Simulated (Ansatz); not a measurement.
What Ru on a C site, symmetric start does to C

The reference is a 16-atom supercell of C in the diamond structure (space group Fd-3m, No. 227; a = 3.560 Å) at its relaxed geometry.

The change: a neutral Ru on a C site, symmetric start, atoms relaxed at fixed cell.

All numbers come from Ansatz (an electronic-structure program) r2SCAN, scalar-relativistic without spin-orbit coupling, earlier PAW set. k-mesh 6×6×6 (Γ-centred); smearing 0.01 eV (Fermi–Dirac).

| quantity | base | changed | shift |
|---|---|---|---|
| pressure | 0.0 GPa | 72.4 GPa | +72.4 GPa |
| energy gained by relaxation | – | 7.54 eV | – |
| largest displacement of a host atom from its site in the perfect cell | – | 0.19 Å | – |

Final structure:

```
CELL_PARAMETERS angstrom
      0.00000     3.56027     3.56027
      3.56027     0.00000     3.56027
      3.56027     3.56027     0.00000
ATOMIC_POSITIONS crystal
  Ru 0.25000 0.25000 0.25000
  C  0.25231 0.25231 0.74769
  C  0.25231 0.74769 0.25231
  C  0.25231 0.74769 0.74769
  C  0.74769 0.25231 0.25231
  C  0.74769 0.25231 0.74769
  C  0.74769 0.74769 0.25231
  C  0.75000 0.75000 0.75000
  C  0.39067 0.39067 0.39067
  C  0.39067 0.39067 0.82800
  C  0.39067 0.82800 0.39067
  C  0.37757 0.87414 0.87414
  C  0.82800 0.39067 0.39067
  C  0.87414 0.37757 0.87414
  C  0.87414 0.87414 0.37757
  C  0.87414 0.87414 0.87414
```

The magnetic state is the one reached from the starting moments; the real material's order can differ, and small cells can't hold many antiferromagnetic ones. The cell is small, so the values are those of an ordered compound at a high defect concentration; dilute-limit values will differ. The defect started on the symmetric site and kept its symmetry, so it may sit on a saddle. Starting moments died away, wholly or in part, for Ru on a C site; another magnetic solution may exist. The defect cell is spin-polarised and ends with 0.0 μB.
